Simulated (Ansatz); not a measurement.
The reference is CrI$_{3}$ in the BiI3 type structure (space group R-3, No. 148; a = 6.656 Å, c = 18.623 Å (hexagonal axes); ferromagnetic; layered, stacked along the Cartesian z axis).

The values are results of PBEsol-D3(BJ), PAW, 420 eV (Ansatz, a first-principles code; scalar-relativistic without spin-orbit coupling), not measurements.

One change was made to it. Results:

```json
[
 {"quantity": "volume per atom", "base": "29.77 Å³", "after": "29.01 Å³"},
 {"quantity": "gap character", "base": "indirect, k = (0.167, 0.167, -1/3) in the run's primitive reciprocal basis → T", "after": "indirect, Γ → T"},
 {"quantity": "smallest direct gap", "base": "1.06 eV", "after": "1.04 eV"},
 {"quantity": "band gap", "base": "0.94 eV", "after": "0.88 eV"},
 {"quantity": "c/a ratio", "base": "2.798", "after": "2.784"}
]
```

**Question.** Which change produced these results?
(A) pressure 0.3 GPa
(B) pressure 5 GPa
(C) pressure 0.7 GPa

**Answer.** C, pressure 0.7 GPa. For comparison, the band gap in the other runs: pressure 0.3 GPa gives 0.92 eV; pressure 5 GPa gives 0.58 eV.

Other magnetic orders, which the real material may have, were not ruled out. Spin-orbit coupling, missing from the scalar runs, can matter with I. Load acts through the strain it causes; cell and atoms are relaxed under it. Whether these cells are dynamically stable was not tested. No other phases were tried under pressure. Where the two band edges lie in opposite spin channels, the gap is a spin-flip gap. The D3 term's C6 switches between coordination references near this geometry, which can add small steps to energies.
